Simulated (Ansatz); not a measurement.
The parent structure is WSi₂ (space group I4/mmm, No. 139; a = 3.229 Å, c = 7.870 Å; relaxed with 0.1 eV smearing). Axes: x, y, z lie along a, b, c of the conventional cell.

Computed with PBE (Ansatz, a first-principles code; PAW; 420 eV plane waves; scalar-relativistic without spin-orbit coupling).

Base values:

```
Property                        Result
-----------------------------  -------
Shortest interatomic distance  2.605 Å
Pressure                       0.0 GPa
```

Now apply this change: compressive biaxial strain of 2.50 % in the plane normal to [001], as in epitaxy on a mismatched substrate; the out-of-plane cell vector and the atoms relax.

Problem. How does this affect the out-of-plane strain?

Solution. The out-of-plane strain comes out as +1.03 %.

Problem. Predict the new shortest interatomic distance.

Solution. The shortest interatomic distance drops by 0.016 Å, from 2.605 Å to 2.589 Å.

Problem. What does the calculation give for the pressure after the change?

Solution. The pressure (mean of the normal stresses, compression positive) goes from zero to 9.1 GPa.

No phonon test of stability was made. All final runs are without spin polarisation.
